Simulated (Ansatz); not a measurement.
Reference: LuTl3 (Pm-3m), PBEsol, DFPT electron-phonon coupling, linearised Boltzmann equation (plane waves, PAW, scalar-relativistic; Ansatz, an electronic-structure program); geometry: relaxed with this functional, without spin-orbit coupling.

```cif
data_LuTl3
_chemical_formula_sum 'Lu1 Tl3'
_space_group_name_H-M_alt 'Pm-3m'
_space_group_IT_number 221
_space_group_name_Hall '-P 4 2 3'
_cell_length_a 4.64243
_cell_length_b 4.64243
_cell_length_c 4.64243
_cell_angle_alpha 90.000
_cell_angle_beta 90.000
_cell_angle_gamma 90.000
loop_
_atom_site_label
_atom_site_type_symbol
_atom_site_symmetry_multiplicity
_atom_site_Wyckoff_symbol
_atom_site_fract_x
_atom_site_fract_y
_atom_site_fract_z
_atom_site_occupancy
Lu1 Lu 1 a 0.00000 0.00000 0.00000 1
Tl1 Tl 3 c 0.00000 0.50000 0.50000 1
```

* **resistivity at 300 K**: 15.8 μΩ·cm

Task: Replace Lu by La on the same sites and relax. What happens?

Result: LaTl₃ (Pm-3m): volume per atom 25.0 to 27.5 Å³; resistivity at 300 K rises (15.8 μΩ·cm to 20 μΩ·cm).

Task: Swap Tl for Al, keeping the structure type. How do these values move?

Result: LuAl$_{3}$ (Pm-3m): volume per atom 25.0 to 17.8 Å³; resistivity at 300 K falls (15.8 μΩ·cm to 7.5 μΩ·cm).

Task: Replace Tl by Pd on the same sites and relax. What happens?

Result: LuPd3 (Pm-3m): volume per atom 25.0 to 16.2 Å³; resistivity at 300 K falls (15.8 μΩ·cm to 10.8 μΩ·cm).

Moves up to 15 % count as about the same. Metals; harmonic phonons alone scatter; means over directions. Halving the electron mesh moves these values by up to 10 %; q meshes are mostly untested. Some of the runs warned that the eigensolver left states short of its tolerance. Spin-orbit coupling is left out.

Formula and space group known from diffraction (Crystallography Open Database), not checked to be the room-temperature form: LaTl3 (Pm-3m), LuPd3 (Pm-3m), LuTl3 (Pm-3m). Computed structure with no diffraction record at hand here (it may be known, metastable or hypothetical): LuAl3 (Pm-3m). The missing spin-orbit coupling matters most for LaTl3 (Pm-3m), LuAl3 (Pm-3m), LuPd3 (Pm-3m), LuTl3 (Pm-3m).
